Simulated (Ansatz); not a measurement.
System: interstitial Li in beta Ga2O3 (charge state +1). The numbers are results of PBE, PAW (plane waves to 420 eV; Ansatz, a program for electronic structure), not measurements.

Settings: 160 host sites, the relaxed PBE lattice, the Γ point alone, smearing 0.01 eV, spin-restricted, no image-charge correction. Energies are static. The charge state is imposed; whether it is stable for some Fermi level was not computed. Sites that were not tried may lie lower.

The step: a direct jump of one Li atom; the atom moves 1.66 Å along (-0.03, 0.50, 0.07) of the unit cell; the moving atom starts with neighbours O at 1.76, 2 O at 1.86, O at 2.28 Å and ends with O at 1.76, 2 O at 1.86, O at 2.28 Å. On the band's own sampling the forward barrier is 0.31 eV. Harmonic modes of the moving Li atom alone, all others held, come from finite differences of 0.015 Å. The saddle point's order was not checked.

**Question.** Give the atom's modes at both geometries.

**Answer.** start 10.0, 13.3, 22.4 THz; saddle point 5.5i, 8.7 and 25.7 THz.

**Question.** What attempt frequency and zero-point change of the barrier follow from these modes alone, and what classical rate at 700 K?

**Answer.** ν = (10.0 × 13.3 × 22.4) / (8.7 × 25.7) ≈ 13 THz. The zero-point energy changes the barrier by h/2 × (34.4 − 45.7) THz = -0.023 eV. The classical rate is ν exp(−0.31/0.0603) ≈ 8e10 s⁻¹. One atom's modes give a rough prefactor, not that of the whole cell.
